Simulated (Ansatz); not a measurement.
Consider HfB2 (space group P6/mmm, No. 191; a = 3.128 Å, c = 3.446 Å; relaxed with 0.1 eV smearing). Axes: x lies along a and z along c of the hexagonal cell.

Method: PBEsol (Ansatz, a quantum-chemistry and plane-wave program, PAW, scalar-relativistic without spin-orbit coupling).

Base values:

- Shortest interatomic distance: 1.806 Å

Now apply this change: uniaxial strain ε_xx = −3.00 %, all other strain components held at zero; the atoms relax in the strained cell.

Question: Predict the new shortest interatomic distance, energy relative to the base and stress.

Answer: The shortest interatomic distance shrinks by 0.0405 Å, from 1.806 Å to 1.765 Å; the energy rises by 18 meV/atom; the stress (xx, yy, zz, yz, xz, xy; compression positive) amounts to (20.5, 2.1, 4.3, 0.0, 0.0, 0.0) GPa.

Whether these cells are dynamically stable was not tested. The final runs are not spin-polarised.
